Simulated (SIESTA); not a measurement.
SIESTA run on a sheet of PtSe₂ (3 atoms in the cell): self-consistent single point.

Method of the run: LDA PW92, numerical atomic orbitals TZP, PseudoDojo LDA standard norm-conserving potentials (rewritten from UPF to PSML) in SIESTA.

```
PtSe2
1.0
    3.60789     0.00000     0.00000
   -1.80394     3.12452     0.00000
    0.00000     0.00000    16.98204
Pt Se
1 2
Direct
  0.00000   0.00000   0.50000
  0.33333   0.66667   0.58780
  0.66667   0.33333   0.41220
```

Reference input (self-consistent single point, DFT, GGA PBE, numerical atomic orbitals TZP, PseudoDojo PBE standard norm-conserving potentials (rewritten from UPF to PSML)): XC.functional = GGA; XC.authors = PBE; potentials = PseudoDojo PBE standard; PAO.BasisSize = TZP; PAO.EnergyShift = 0.01 Ry; MeshCutoff = 300 Ry; kgrid.MonkhorstPack = 7 7 1; OccupationFunction = MP; OccupationMPOrder = 0; ElectronicTemperature = 0.1 eV; MaxSCFIterations = 150; SCF.Mixer.Method = Pulay. This run's input differs from it in these lines:

```diff
@@ -1,2 +1,2 @@
-# files in the folder: Pt.psml Se.psml (PseudoDojo PBE standard)
+# files in the folder: Pt.psml Se.psml (PseudoDojo LDA standard)
 SystemName  PtSe2
@@ -23,4 +23,4 @@
 
-XC.functional                GGA
-XC.authors                   PBE
+XC.functional                LDA
+XC.authors                   PW92
 PAO.BasisSize                TZP
```

Log, with long lists cut:

```
        iscf     Eharris(eV)        E_KS(eV)     FreeEng(eV)     dDmax    Ef(eV) dHmax(eV)
   scf:    1   -10084.816232   -10127.114561   -10127.114561  2.027322 -1.562756 33.466058
   scf:    2   -10148.966801   -10146.983365   -10146.983365  0.487923 -4.053634  2.078894
   scf:    3   -10147.394687   -10147.223503   -10147.223503  0.157543 -3.923897  1.055602
   scf:    4   -10147.446839   -10147.358561   -10147.358561  0.211590 -3.991095  0.449360
   scf:    5   -10147.368013   -10147.364241   -10147.364241  0.020275 -4.067162  0.063988
   [... 3 lines left out ...]
   scf:    9   -10147.364310   -10147.364310   -10147.364310  0.000061 -4.040059  0.000238
   scf:   10   -10147.364310   -10147.364310   -10147.364310  0.000018 -4.040020  0.000220
   scf:   11   -10147.364310   -10147.364310   -10147.364310  0.000012 -4.040044  0.000076
   scf:   12   -10147.364310   -10147.364310   -10147.364310  0.000005 -4.040082  0.000021
SCF Convergence by DM+H criterion
max |DM_out - DM_in|         :     0.0000045511
max |H_out - H_in|      (eV) :     0.0000212741
SCF cycle converged after 12 iterations

Using DM_out to compute the final energy and forces

siesta: E_KS(eV) =           -10147.3643

siesta: E_KS - E_eggbox =    -10147.3643

siesta: Atomic forces (eV/Ang):
     1   -0.000000    0.000000    0.000002
     2    0.000014   -0.000008   -1.275468
     3   -0.000014    0.000008    1.275466
   Tot    0.000000    0.000000   -0.000000
   Max    1.275468
   Res    0.601261    sqrt( Sum f_i^2 / 3N )
   Max    1.275468    constrained

Stress tensor Voigt[x,y,z,yz,xz,xy] (kbar):       13.28       13.28       31.74        0.00       -0.00        0.00
(Free)E + p*V (eV/cell)   -10149.6863
Target enthalpy (eV/cell)   -10147.3643

   [... lines left out ...]
siesta: FreeEng =    -10147.364310
   [... lines left out ...]

siesta: Cell volume =        191.437081 Ang**3

siesta: Pressure (static):
siesta:                Solid            Molecule  Units
siesta:          -0.00013210         -0.00005997  Ry/Bohr**3
siesta:          -0.01212928         -0.00550651  eV/Ang**3
siesta:         -19.43325593         -8.82239966  kBar

siesta: Electric dipole (a.u.)  =    0.000000    0.000000    0.000000
siesta: Electric dipole (Debye) =    0.000000    0.000000    0.000001
```

The run converged in 12 iterations. Against the reference run the largest force goes from 0.586 to 1.275 eV/Å and the gap on the mesh goes from 0.972 to 0.931 eV.

The starting cell was generated: these elements placed on a structure prototype, without a prior relaxation; it need not be a known phase or ordering of this composition. Its lattice was rescaled in the plane by a random factor within 2.5 % of one. Spin-orbit coupling is off. Values carry the incompleteness of an atom-centred basis. Forces in this geometry exceed 1 eV/Å.
